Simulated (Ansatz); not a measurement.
We consider cubic perovskite CsPbCl3 (cubic high-temperature phase), described by G0W0@PBEsol in Ansatz (plane waves, hard PAW, contour deformation).

The cell has the measured lattice parameters. Conventional cell: a = 5.6050 Å, b = 5.6050 Å, c = 5.6050 Å, α = 90.00°, β = 90.00°, γ = 90.00°.

The quasiparticle gap at Γ at a fixed k mesh 2×2×2:

```csv
response cutoff,value (eV)
"140 eV, 1217 empty bands",7.027
"175 eV, 1701 empty bands",7.074
"210 eV, 2235 empty bands",7.104
"280 eV, 3442 empty bands",7.134
```

Question: Taking the value to converge with the response cutoff E as E^(−3/2), extrapolate from the last two rows.

Answer: With y = y∞ + c/w and weights w = 3043 and 4685 for the last two rows, y∞ = (w2 y2 − w1 y1)/(w2 − w1) = (4685 × 7.134 − 3043 × 7.104)/1642 = 7.190 eV, which lies 0.056 beyond the last row. Successive pairs of rows give 7.192, 7.199, 7.190. The limit also hangs on the law assumed, so its last digits aren't firm.

The other settings are not extrapolated, so this is the limit in one setting alone.

At the last cutoff the smallest gap on this mesh is 3.10 eV, with an edge away from Γ.

Spin–orbit coupling is not included; with these elements it can move the gap by several tenths of an eV or more.

Note: filled d or f shells below the valence bands can shift G0W0 gaps through exchange with them, which wasn't tested here.

Ansatz is a first-principles code.
